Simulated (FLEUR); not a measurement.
FLEUR run on TiNi (Pm-3m, 2 atoms in the cell): self-consistent single point.

Computed with PBEsol, all-electron FLAPW (FLEUR), scalar-relativistic valence.

```
CELL_PARAMETERS angstrom
      2.96088     0.00000     0.00000
      0.00000     2.96088     0.00000
      0.00000     0.00000     2.96088
ATOMIC_POSITIONS crystal
  Ti 0.50000 0.50000 0.50000
  Ni 0.00000 0.00000 0.00000
```

Reference input (self-consistent single point, DFT, LDA (Perdew-Zunger), all-electron FLAPW (FLEUR), scalar-relativistic valence): Kmax = 3.5 1/bohr; GmaxXC = 10.5 1/bohr; xcFunctional = pz; jspins = 1; l_soc = F; mode = gauss; fermiSmearingEnergy = 0.00367493 Htr; mesh (inpgen div1-3) = 9 9 9; inpgen gamma flag = false; Gmax = 10.5 1/bohr; numbands = 0; maxIterBroyd = 15. This run's input differs from it in these lines:

```diff
@@ -14,3 +14,3 @@
 &comp jspins=1 /
-&exco xctyp='pz' /
+&exco xctyp='PBEs' /
 &kpt div1=9 div2=9 div3=9 /
@@ -27,3 +27,3 @@
       <coreElectrons ctail="T" frcor="F" kcrel="0" coretail_lmax="0"/>
-      <xcFunctional name="pz" relativisticCorrections="F"/>
+      <xcFunctional name="PBEs" relativisticCorrections="F"/>
       <magnetism jspins="1"/>
```

Log, with long lists cut:

```
 Iteration:     1   Distance:      21.96758771 me/bohr^3
 Iteration:     2   Distance:      12.78937619 me/bohr^3
 Iteration:     3   Distance:       9.41863967 me/bohr^3
 Iteration:     4   Distance:      17.88900196 me/bohr^3
 Iteration:     5   Distance:       2.87019157 me/bohr^3
   [... 10 lines left out ...]
 Iteration:    16   Distance:       0.00014438 me/bohr^3
 Iteration:    17   Distance:       0.00008602 me/bohr^3
 Iteration:    18   Distance:       0.00004321 me/bohr^3
 Iteration:    19   Distance:       0.00000666 me/bohr^3
 Run finished successfully
 Stop message:
   Structural relaxation: Done

[file out, last iteration]
             iter=     20
[...]
          total density-effective poten   -3.7718059061E+03
          total charge density-energy d   -1.0352973387E+02
 Updated energy parameters for spin:           1
[...]
 fermi energy and band-weighting factors:

[...]
FERMIE:
          first approx. to ef    (T=0)  :   0.368715 htr   (energy of the highest occ. eigenvalue)
          number of occ. states  (T=0)  :        487
          first approx. to seigv (T=0)  : -16.651335 htr
          sum of weights of occ. states :  14.006859
          sum of semicore charge        :   0.000000 e
          fermi energy=   0.36832 har   work function= -10.02259 ev
          number of valence electrons=  28.00000
     band-weighting factor for spin=    1
   [... lines left out ...]
          total moment                 =     0.00000
 Direct bandgap for spin            1 :    2.6452770516537383E-003  Htr
 ---->    free energy=                     -2372.4467864434 htr
   [... lines left out ...]
      extrapolation for T->0
 ---->    total electron energy=           -2372.4467864434 htr
 ***** TOTAL FORCES ON ATOMS *****
 TOTAL FORCE FOR ATOM TYPE=  1  X=  2.798   Y=  2.798   Z=  2.798
                       FX_TOT= 0.000000 FY_TOT= 0.000000 FZ_TOT= 0.000000
 TOTAL FORCE FOR ATOM TYPE=  2  X=  0.000   Y=  0.000   Z=  0.000
                       FX_TOT= 0.000000 FY_TOT= 0.000000 FZ_TOT= 0.000000
 Structural relaxation: Done
```

The run converged in 19 iterations. FLEUR gives forces in its relaxation mode, with a further iteration, so its stop message speaks of a relaxation. 

The starting cell comes from a database of computed structures (which also holds hypothetical and non-ambient phases and stackings), without a prior relaxation at this level. Its lattice was rescaled by a random factor within 2.5 % of one. Spin polarisation is off. Values depend on the basis (sphere radii, cutoffs, local orbitals), which need not be converged. The log's line on a gap gives a spacing of levels on this mesh, which the program prints for metals too.

Cost on one core of a shared machine: roughly 40 s.
